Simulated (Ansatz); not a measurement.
System: SnWO₄ (P2₁3, No. 198, 24 atoms in the cell; start mp-17844; a measured phase of this formula has another space group). Method: r²SCAN+SOC (Ansatz, an electronic-structure program, plane waves, PAW).

Numerical settings: plane-wave cutoff 560 eV, 6×6×6 k mesh, Fermi–Dirac smearing 0.01 eV, PAW data made under PBE.

Cell (relaxed with PBEsol):

```yaml
crystal:
  lattice:
    - [7.30785, 0.00000, 0.00000]
    - [0.00000, 7.30785, 0.00000]
    - [0.00000, 0.00000, 7.30785]
  atoms:
    - { symbol: Sn, position: [0.84096, 0.84096, 0.84096] }
    - { symbol: Sn, position: [0.65904, 0.15904, 0.34096] }
    - { symbol: Sn, position: [0.34096, 0.65904, 0.15904] }
    - { symbol: Sn, position: [0.15904, 0.34096, 0.65904] }
    - { symbol: W, position: [0.16560, 0.16560, 0.16560] }
    - { symbol: W, position: [0.33440, 0.83440, 0.66560] }
    - { symbol: W, position: [0.66560, 0.33440, 0.83440] }
    - { symbol: W, position: [0.83440, 0.66560, 0.33440] }
    - { symbol: O, position: [0.63485, 0.22098, 0.04829] }
    - { symbol: O, position: [0.86515, 0.77902, 0.54829] }
    - { symbol: O, position: [0.13485, 0.27902, 0.95171] }
    - { symbol: O, position: [0.36515, 0.72098, 0.45171] }
    - { symbol: O, position: [0.04829, 0.63485, 0.22098] }
    - { symbol: O, position: [0.54829, 0.86515, 0.77902] }
    - { symbol: O, position: [0.95171, 0.13485, 0.27902] }
    - { symbol: O, position: [0.45171, 0.36515, 0.72098] }
    - { symbol: O, position: [0.22098, 0.04829, 0.63485] }
    - { symbol: O, position: [0.77902, 0.54829, 0.86515] }
    - { symbol: O, position: [0.27902, 0.95171, 0.13485] }
    - { symbol: O, position: [0.72098, 0.45171, 0.36515] }
    - { symbol: O, position: [0.30556, 0.30556, 0.30556] }
    - { symbol: O, position: [0.19444, 0.69444, 0.80556] }
    - { symbol: O, position: [0.80556, 0.19444, 0.69444] }
    - { symbol: O, position: [0.69444, 0.80556, 0.19444] }
```

Problem. What does this level give for the band gap and direct gap at Γ?

Solution. 
- band gap: 3.75 eV (direct)
- direct gap at Γ: 3.97 eV

Note: cell and atoms aren't relaxed at this level (largest force component 0.23 eV/Å, pressure -0.7 GPa).

A start named mp-… is a Materials Project structure, which need not be a measured phase.
